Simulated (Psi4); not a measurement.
Psi4 1.11, unrestricted TPSS/def2-tzvp: [CH2]S(C)=O, charge 0, multiplicity 2, 9 atoms. The geometry is a generated start, not checked to be a minimum at this level.

```json
{
 "task": "energy",
 "method": "tpss",
 "basis": "def2-tzvp",
 "memory": "3 GB",
 "maxiter": "100",
 "keys_of_the_molecule_block": "symmetry c1",
 "scf_type": "df (default)",
 "guess": "auto, which took SAD (default)",
 "scf_initial_accelerator": "adiis (default)",
 "e_convergence": "1e-06 (default)",
 "d_convergence": "1e-06 (default)",
 "dft_radial_points": "75 (default)",
 "dft_spherical_points": "302 (default)",
 "basis_functions": "160",
 "grid_points": "193660"
}
```

```xyz
9

C      1.3973    -0.1921     0.4777
S      0.3825     0.2093    -0.8591
C     -1.2698    -0.1644    -0.0694
O      0.4337     1.6522    -1.0785
H      1.4983    -1.2417     0.6852
H      2.2586     0.4306     0.6477
H     -1.3636     0.4247     0.8343
H     -1.2981    -1.2248     0.1456
H     -2.0388     0.1063    -0.7835
```

Charge 0 and multiplicity 2 are set for this test and not shown to be the ground state.

One run each on 2 threads. Values of diis_max_vecs tried: 3, 6, 10 (default), 20.

Q: How does the count of SCF iterations change with diis_max_vecs, and where is it least?

A: Fewest SCF iterations, within one of each other: 10 (default) with 11, 20 with 11. The count rises to 17 at 3. All converge to one solution.

```tsv
diis_max_vecs	SCF iterations	end
3	17	same solution
6	13	same solution
10 (default)	11	same solution
20	11	same solution
```
